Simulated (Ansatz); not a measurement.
The parent structure is NbAs in the CsCl type structure (space group Pm-3m, No. 221; a hypothetical phase, not in the database extracts checked).

```
NbAs
1.0
    3.18021     0.00000     0.00000
    0.00000     3.18021     0.00000
    0.00000     0.00000     3.18021
Nb As
1 1
Direct
  0.00000   0.00000   0.00000
  0.50000   0.50000   0.50000
```

Cartesian axes are those of the cell as printed.

The values are results of PBEsol (Ansatz, a first-principles code), spin-orbit coupling left out, not measurements.

Before the change:

| Quantity | Value |
|---|---|
| Shortest interatomic distance | 275.4 pm |
| Band gap | zero |

The change: a free-standing slab of 2 layers (4 atoms, 2 a layer) is cut normal to [110], with 15 Å of vacuum and the in-plane cell held at bulk.

**Question.** How does this affect the excess energy per area of both faces?

**Answer.** The excess energy per area of both faces (slab less bulk energy over the cell's area: twice a surface energy) amounts to 1.86 J/m² (uncertain by up to 0.04 J/m²).

**Question.** What happens to the shortest interatomic distance?

**Answer.** The shortest interatomic distance decreases by 11.8 pm (275.4 pm → 263.6 pm).

**Question.** Estimate the effect on the band gap.

**Answer.** The band gap stays zero.

Slab and bulk use different k-meshes, which limits the precision of the excess energy. Whether these cells are dynamically stable was not tested. The final runs are not spin-polarised.
